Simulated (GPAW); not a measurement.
Band structure of Ge (Fd-3m, 2 atoms in the cell).

```xyz
2
Lattice="0.0000 2.8544 2.8544 2.8544 0.0000 2.8544 2.8544 2.8544 0.0000" Properties=species:S:1:pos:R:3 pbc="T T T"
Ge     2.8544     2.8544     2.8544
Ge     4.2817     4.2817     4.2817
```

Computed with PBE, GPAW PAW datasets PBE (gpaw-data 1.0.1) (plane waves; GPAW).

Settings: mode = pw; ecut = 550 eV; xc = PBE; kpts = 13 13 13; mesh shift (steps) = 0 0 0; occupations.name = fermi-dirac; occupations.width = 0.05 eV; nbands = -8; symmetry.symmorphic = false; symmetry.tolerance = 0.0005; maxiter = 150; bandpath_npoints = 40.

The starting cell comes from a database of computed structures (which also holds hypothetical and non-ambient phases and stackings), without a prior relaxation at this level. Its lattice was rescaled by a random factor within 2.5 % of one.

Levels in eV from the Fermi level, bands 1 to 8:
| point | 1 | 2 | 3 | 4 | 5 | 6 | 7 | 8 |
|---|---|---|---|---|---|---|---|---|
| Γ | -12.58 | -0.19 | -0.03 | -0.03 | -0.03 | 2.52 | 2.52 | 2.52 |
| X | -8.81 | -8.81 | -3.01 | -3.01 | 0.75 | 0.75 | 9.28 | 9.28 |
| W | -8.72 | -8.72 | -3.81 | -3.81 | 4.21 | 4.21 | 4.67 | 4.67 |
| K | -9.28 | -8.23 | -4.23 | -2.58 | 1.14 | 4.01 | 7.05 | 7.24 |
| L | -10.57 | -7.50 | -1.39 | -1.39 | 0.09 | 3.70 | 3.70 | 7.10 |
| U | -9.28 | -8.23 | -4.23 | -2.58 | 1.14 | 4.01 | 7.05 | 7.24 |

No band crosses the Fermi level by more than 0.03 eV along this path.
